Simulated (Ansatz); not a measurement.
An Ansatz (a quantum-chemistry and plane-wave program) input (Ansatz r2SCAN, no spin-orbit coupling):

Ansatz 0.2 input:
```yaml
crystal:
  lattice:
    - [0, 3.5457685349, 3.5457685349]
    - [3.5457685349, 0, 3.5457685349]
    - [3.5457685349, 3.5457685349, 0]
  atoms:
    - { symbol: I, position: [0, 0, 0] }
    - { symbol: K, position: [0.5, 0.5, 0.5] }
basis: { ecutwfc: 500, ecutrho_ratio: 4, xc_grid: 4, fft_grid_basis: typed }
kpoints: { mp_grid: { grid: [8, 8, 8] } }
hamiltonian:
  xc: r2scan
  dispersion: none
  pseudopotentials: { kind: paw }
scf: { occupations: { method: fermi_dirac, width: 0.05 }, convergence: { dr2_threshold: 0.0000000002 } }
output: { forces: true, stress: true }
```

Q: Which symmetry and how many k-points will the program report, and about how many plane waves at Γ?

A: Space group Fm-3m (ITA 225) with 48 operations, k-points 29 of 512, and 2229 plane waves at Γ.

No phonon test of stability was made. The cell is KI in the rock salt structure (space group Fm-3m, No. 225).
